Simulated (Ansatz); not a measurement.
Start from CdS in the zinc blende structure (space group F-43m, No. 216; a = 5.927 Å).

Method: DFT with PBE, PAW potentials and a 420 eV plane-wave cutoff in Ansatz (a first-principles code), no spin-orbit coupling.

One change was made to it. Results:

```
quantity                   base           after
---------------  --------------  --------------
band gap                1.04 eV         1.00 eV
volume per atom        26.02 Å³        26.54 Å³
electron mass    0.12 mₑ (at Γ)  0.12 mₑ (at Γ)
```

**Question.** Name the change that was made.
(A) pressure 2.1 GPa
(B) pressure −2 GPa
(C) pressure 9 GPa
(D) pressure 22.5 GPa
(E) pressure −1 GPa

**Answer.** E, pressure −1 GPa. For comparison, the band gap in the other runs: pressure 2.1 GPa gives 1.12 eV; pressure −2 GPa gives 0.95 eV; pressure 22.5 GPa gives 1.52 eV; pressure 9 GPa gives 1.31 eV.

Load acts through the strain it causes; cell and atoms are relaxed under it. Masses are band curvatures over ±0.01 Å⁻¹ around the edge. No phonon test of stability was made. Tetrahedral semiconductors of this kind turn to denser phases somewhere between about 1 and 50 GPa; those were not computed, so compressed cells here can lie past the real transition.
